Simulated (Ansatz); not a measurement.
Start from BeTe in the zinc blende structure (space group F-43m, No. 216; a = 5.604 Å).

Level of theory: Kohn–Sham DFT with the PBEsol functional, run in Ansatz (a program for electronic structure) with PAW and 420 eV plane waves, no SOC.

The change: the cell is scaled by 0.9750 in all directions, atoms relaxed at fixed cell.

### Question
What happens to the mean gap deformation potential ΔEg/Δln V?

### Answer
The mean gap deformation potential ΔEg/Δln V amounts to +2.6 eV.

With Te present, leaving out spin-orbit coupling can change the band edges. The cells carry an imposed strain or load. Stability against distortions was not tested.
